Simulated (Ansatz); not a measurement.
We consider rock-salt PrN, described by LDA (plane waves, PAW; Ansatz, a quantum-chemistry and plane-wave program).

The input as run:

Ansatz 0.2 input:
```yaml
crystal:
  lattice:
    - [0.0, 2.4655755311, 2.4655755311]
    - [2.4655755311, 0.0, 2.4655755311]
    - [2.4655755311, 2.4655755311, 0.0]
  atoms:
    - { symbol: Pr, position: [0.0, 0.0, 0.0], spin: 2.0 }
    - { symbol: N, position: [0.5, 0.5, 0.5], spin: 0.0 }
basis:
  ecutwfc: 520
  ecutrho_ratio: 4
  xc_grid: 2
kpoints:
  mp_grid: { grid: [18, 18, 18] }
hamiltonian:
  xc: lda
  dispersion: none
  pseudopotentials: { kind: paw }
scf:
  occupations: { method: fermi_dirac, width: 0.05 }
  convergence: { dr2_threshold: 0.0000000002 }
output:
  forces: true
  stress: true
  eigenvalues: true
magnetization:
  spin_polarized: true
```

The run printed, among other lines:

```
WARN where this run starts from atoms, the 4f shell of Pr (site 0, from 0) starts with a moment of 2.02 μB, by Hund's first rule and in the place of the 2.00 …
Crystal: 2 atoms, lattice volume = 29.977 Å³
Basis set: ecut = 520 eV, 869 PW (Γ), exchange–correlation on 54×54×54 points (8 copies of the dense FFT grid, shifted against one another)
Bands: 18, of which v1, the nominal top of the filled ones, is band 9 counted from 1 (8 counted from 0)
Symmetry: 48 space group operations
Space group: Fm-3m (ITA 225), of the structure as read, at distance tolerance 3.1e-5 Å
k-points: 195 of 5832
Initial density: superposition of atomic densities (chi_scale 0.1, normalization cell, long waves kept (reshape's long-wave potential 0.00 eV rms))
Functional: x = slater, c = lda
SCF 1 converged in 17 iterations: F = -7129.036385 eV  dr2 = 4.82e-12
SCF converged after 17 iterations
Magnetization: 1.7201 μB (9.8601 up, 8.1399 down)
Free energy (F): -7129.036385 eV
Internal energy: -7128.970484 eV  (E = F + TS)
E sigma→0 (E₀):  -7129.003435 eV
Fermi energy:    15.584346 eV
--- Stress (GPa, compression-positive) ---
       -0.005284       0.000000       0.000000
       -0.000000      -0.005284      -0.000000
        0.000000      -0.000000      -0.005284
  P = ⅓ Tr σ = -0.0053 GPa (-0.053 kbar)
```

The PAW data were made under PBE.

The run is spin-polarised with parallel starting moments, which need not be the measured order.

Note: the magnetic order was assumed, not searched for or taken from measurement. Note: the 4f shell is treated without U or exact exchange, so its levels and filling can be wrong. Note: the volume lies 12 % below that of the published cell.

Cost on a shared machine: very roughly 60 core-seconds.
